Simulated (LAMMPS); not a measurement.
MD of InP (zinc blende) at zero pressure over temperature, 1728 atoms; each row names its start.

Level of theory: classical MD, pair style vashishta, file InP.vashishta (LAMMPS).

```
T (K), start                                                 state                    volume                  enthalpy  first peak of g(r), In-P  coordination number of In by P                        D(In)                         D(P)
-------------  ---------------------------------------------------  ------------------------  ------------------------  ------------------------  ------------------------------  ---------------------------  ---------------------------
100, crystal                   crystal; no diffusion seen in 30 ps  25.3539 ± 0.0001 Å³/atom  -3.4567 ± 0.0001 eV/atom       2.54 Å, height 27.0        4.00 (counted to 3.46 Å)                            -                            -
200, crystal                   crystal; no diffusion seen in 30 ps  25.4510 ± 0.0002 Å³/atom  -3.4302 ± 0.0001 eV/atom       2.54 Å, height 19.5        4.00 (counted to 3.46 Å)                            -                            -
300, crystal                   crystal; no diffusion seen in 30 ps  25.5622 ± 0.0005 Å³/atom  -3.4033 ± 0.0001 eV/atom       2.54 Å, height 16.1        4.00 (counted to 3.54 Å)                            -                            -
610, crystal                   crystal; no diffusion seen in 30 ps  25.9447 ± 0.0008 Å³/atom  -3.3160 ± 0.0001 eV/atom       2.55 Å, height 11.1        4.00 (counted to 3.70 Å)                            -                            -
810, crystal                   crystal; no diffusion seen in 30 ps    26.230 ± 0.002 Å³/atom  -3.2571 ± 0.0001 eV/atom        2.55 Å, height 9.4        4.00 (counted to 3.82 Å)                            -                            -
1010, crystal                  crystal; no diffusion seen in 30 ps    26.569 ± 0.003 Å³/atom  -3.1942 ± 0.0001 eV/atom        2.55 Å, height 8.3        4.00 (counted to 3.70 Å)                            -                            -
1220, crystal                  crystal; no diffusion seen in 30 ps    26.998 ± 0.005 Å³/atom  -3.1238 ± 0.0004 eV/atom        2.55 Å, height 7.3        4.00 (counted to 3.74 Å)                            -                            -
1420, crystal                  crystal; no diffusion seen in 30 ps    27.509 ± 0.007 Å³/atom  -3.0484 ± 0.0005 eV/atom        2.55 Å, height 6.6        4.00 (counted to 3.70 Å)                            -                            -
1620, crystal                  crystal; no diffusion seen in 30 ps      28.26 ± 0.01 Å³/atom    -2.951 ± 0.002 eV/atom        2.55 Å, height 6.0        4.01 (counted to 3.70 Å)                            -                            -
740, melt      slow or partial motion within 60 ps, no clear phase      27.39 ± 0.02 Å³/atom    -3.080 ± 0.002 eV/atom        2.57 Å, height 7.2        4.52 (counted to 3.74 Å)                            -                            -
940, melt                                                   liquid    27.879 ± 0.009 Å³/atom  -2.9999 ± 0.0003 eV/atom        2.57 Å, height 6.1        4.70 (counted to 3.78 Å)    (5.8 ± 0.3) × 10^-6 cm²/s    (5.2 ± 0.1) × 10^-6 cm²/s
1080, melt                                                  liquid      28.29 ± 0.03 Å³/atom  -2.9461 ± 0.0008 eV/atom        2.57 Å, height 5.7        4.86 (counted to 3.86 Å)  (1.29 ± 0.04) × 10^-5 cm²/s  (1.11 ± 0.05) × 10^-5 cm²/s
1220, melt                                                  liquid    28.964 ± 0.010 Å³/atom  -2.8946 ± 0.0008 eV/atom        2.57 Å, height 5.5        4.87 (counted to 3.90 Å)    (2.3 ± 0.1) × 10^-5 cm²/s  (1.90 ± 0.06) × 10^-5 cm²/s
1350, melt                                                  liquid      29.33 ± 0.04 Å³/atom  -2.8519 ± 0.0005 eV/atom        2.56 Å, height 5.3                               -    (3.0 ± 0.1) × 10^-5 cm²/s  (2.68 ± 0.07) × 10^-5 cm²/s
1490, melt                                                  liquid      30.10 ± 0.04 Å³/atom  -2.8038 ± 0.0008 eV/atom        2.55 Å, height 5.2        4.79 (counted to 3.90 Å)    (4.0 ± 0.1) × 10^-5 cm²/s    (3.6 ± 0.1) × 10^-5 cm²/s
1690, melt                                                  liquid      30.92 ± 0.04 Å³/atom  -2.7376 ± 0.0006 eV/atom        2.55 Å, height 4.9                               -  (5.46 ± 0.08) × 10^-5 cm²/s  (4.92 ± 0.06) × 10^-5 cm²/s
1890, melt                                                  liquid      31.94 ± 0.08 Å³/atom  -2.6722 ± 0.0006 eV/atom        2.55 Å, height 4.8                               -    (6.7 ± 0.3) × 10^-5 cm²/s  (6.45 ± 0.06) × 10^-5 cm²/s
2160, melt                                                  liquid      33.55 ± 0.04 Å³/atom  -2.5822 ± 0.0007 eV/atom        2.54 Å, height 4.7        4.57 (counted to 3.98 Å)    (9.1 ± 0.2) × 10^-5 cm²/s    (8.7 ± 0.2) × 10^-5 cm²/s
```

Measured linear expansion coefficient: 4.600 1e-6/K (Ioffe Institute, NSM Archive, InP, thermal).

Measured melting point: 1333 K (Ioffe Institute, NSM Archive, InP, thermal; one source, unchecked).

Caution (rows 1420, crystal; 1620, crystal): this crystal lies over the melting point of about 1320 K that InP.vashishta gives, so it is superheated.

Caution (row 740, melt): enthalpy drifts during the constant-pressure average: a transition or slow ageing; fluctuation values are void.

Caution (rows 940, melt; 1080, melt; 1220, melt; 1350, melt; 1490, melt; 1690, melt; 1890, melt; 2160, melt): the real compound melts congruently only under the pressure of its own vapour and loses its more volatile element when open.

Caution (rows 940, melt; 1080, melt; 1220, melt): this liquid lies under the melting point of about 1320 K that InP.vashishta gives, so it is undercooled.

From the crystal rows between 100 and 300 K, estimate the mean linear expansion coefficient and the heat capacity. The slope of ln V over three gives 14 × 10^-6 /K, and dH/dT = 3.1 kB/atom. Nuclei are classical here, so the heat capacity stays near 3 kB/atom, where a real crystal's falls off below its Debye temperature.

Fit an Arrhenius law to the diffusion of In in the liquid. ln D against 1/T from 940 to 2160 K gives an activation energy of 0.38 eV and D0 = 0.00075 cm²/s.

Fit an Arrhenius law to the diffusion of P in the liquid. ln D against 1/T from 940 to 2160 K gives an activation energy of 0.40 eV and D0 = 0.00076 cm²/s.

States go by the mean squared displacement: a species diffuses where it passes 1.5 Å², still rises and gives D over 1e-6 cm²/s; a crystal has left its structure where atoms lie 0.35 Å off their sites on average or a cubic box changes its shape by 3 %, or the axial ratios of another lie 8 % off the starting cell's, which the potential's own relaxation can also do.

Errors of D are the spread over four groups of atoms in one short run; a floor of about 5 %, a picked value, is safer.

Errors shown are sampling errors alone.
